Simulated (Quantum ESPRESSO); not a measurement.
Short convergence ladders for AlNi (Cmm2, 2 atoms in the cell)

```xyz
2
Lattice="1.9329 -1.9473 0.0000 1.9329 1.9473 0.0000 0.0000 0.0000 3.0901" Properties=species:S:1:pos:R:3 pbc="T T T"
Al     0.0000     0.0000     0.0500
Ni     1.9329     0.0000     1.5451
```

Base method: PBEsol, PSlibrary ultrasoft (PBE) pseudopotentials (plane waves; Quantum ESPRESSO).

Base settings: ecutwfc = 50 Ry; ecutrho = 300 Ry; occupations = smearing; smearing = gaussian; degauss = 0.0073499 Ry; input_dft = pbesol; potentials = {Al: Al.pbe-n-rrkjus_psl.1.0.0.UPF, Ni: Ni.pbe-n-rrkjus_psl.1.0.0.UPF}; K_POINTS = automatic 4 4 4 0 0 0; conv_thr = 1e-11 Ry.

The count of work is k-points × plane waves × bands × iterations; it is no time. Core times come from one kind of shared machine, to one figure; runs under 30 s give none.

**The cutoff for other potential files**

Level: DFT, PBEsol, plane waves, PseudoDojo standard norm-conserving (PBESOL) pseudopotentials.

In this ladder: ecutrho = default; input_dft = default; pseudopotentials = {Al: Al.upf, Ni: Ni.upf}.

The second cell is the first with its lattice scaled by 0.98.

The mesh stays at the base's, so the ladder's end is converged at best in this setting alone.

Only quantities that move along the ladder and can be compared are tabulated.

| ecutwfc | free energy less the last step's (meV/atom) | energy of the compressed cell less the first (meV/atom) | pressure (GPa) | largest difference of a force vector from the last step's (eV/Å) | count of work / last |
|---|---|---|---|---|---|
| 45 Ry | 19154.87 | -169.08 | -919.05 | 0.043 | 0.14 |
| 55 Ry | 5290.69 | 60.98 | -379.70 | 0.030 | 0.15 |
| 70 Ry | 430.23 | 37.00 | -52.57 | 0.001 | 0.23 |
| 85 Ry | 12.46 | 34.12 | -0.57 | 0.000 | 0.28 |
| 100 Ry | 1.14 | 34.29 | 2.15 | 0.000 | 0.35 |
| 120 Ry | 0.77 | 34.28 | 2.15 | 0.000 | 0.47 |
| 150 Ry | 0.49 | 34.27 | 2.14 | 0.000 | 0.65 |
| 200 Ry | 0.00 | 34.24 | 2.14 | 0.000 | 1.0 |

Coarsest ecutwfc that holds the energy of the compressed cell less the first within 0.5 meV/atom of the last step, with all finer ones: 85 Ry, at 0.28 of the last step's count of work; the step before is off by 2.8 meV/atom.

Coarsest ecutwfc that holds the free energy within 5 meV/atom of the last step, with all finer ones: 100 Ry, at 0.35 of the last step's count of work; the step before is off by 12 meV/atom.

Coarsest ecutwfc that holds the pressure within 1 GPa of the last step, with all finer ones: 100 Ry, at 0.35 of the last step's count of work; the step before is off by 2.7 GPa.

The energy difference between the two cells stays within 1 meV/atom of the last step's from 85 Ry on, the total only from 120 Ry on: much of the error is common to both cells and cancels.

At the lowest cutoff the pressure lies 921 GPa under the last step's, the usual sign of Pulay stress in an incomplete plane-wave basis.

**The density cutoff**

The mesh stays at the base's, so the ladder's end is converged at best in this setting alone.

Only quantities that move along the ladder and can be compared are tabulated.

```csv
ecutrho,free energy less the last step's (meV/atom),pressure (GPa)
100 Ry,-1.31,2.04
150 Ry,0.01,1.95
200 Ry,-0.04,1.95
250 Ry,0.01,1.95
300 Ry,-0.01,1.95
400 Ry,-0.02,1.95
500 Ry,-0.01,1.95
600 Ry,0.00,1.95
800 Ry,0.00,1.95
```

Coarsest ecutrho that holds the free energy within 1 meV/atom of the last step, with all finer ones: 150 Ry; the step before is off by 1.3 meV/atom.

Coarsest ecutrho that holds the pressure within 0.05 GPa of the last step, with all finer ones: 150 Ry; the step before is off by 0.09 GPa.

**The relaxed cell against the cutoff**

On AlNi (Cmmm, 2 atoms in the cell): atoms on their sites.

In this ladder: calculation = vc-relax; tprnfor = default; tstress = default. Moved along: ecutrho.

The mesh stays at the base's, so the ladder's end is converged at best in this setting alone.

Only quantities that move along the ladder and can be compared are tabulated.

| ecutwfc | relaxed volume (Å³/atom) | relaxation steps | core time / last (rough) |
|---|---|---|---|
| 25 Ry | 10.393 | 4 | – |
| 30 Ry | 11.333 | 7 | – |
| 35 Ry | 11.669 | 10 | – |
| 42 Ry | 11.644 | 9 | 0.2 |
| 50 Ry | 11.655 | 13 | 0.5 |
| 60 Ry | 11.697 | 11 | 0.5 |
| 75 Ry | 11.694 | 11 | 0.7 |
| 100 Ry | 11.700 | 11 | 1 |

Coarsest ecutwfc that holds the relaxed volume within 0.023 Å³/atom of the last step, with all finer ones: 60 Ry; the step before is off by 0.045 Å³/atom.

At the lowest cutoff the cell relaxes to a volume 11 % smaller than at the highest.

On the base run: the starting cell comes from a database of computed structures (which also holds hypothetical and non-ambient phases and stackings), without a prior relaxation at this level. Its lattice was rescaled by up to half a per cent. One atom was moved a little off its site on purpose. Spin polarisation is off. Without a gap this mesh is coarse (it stands for a supercell whose shortest vector is 11 Å).
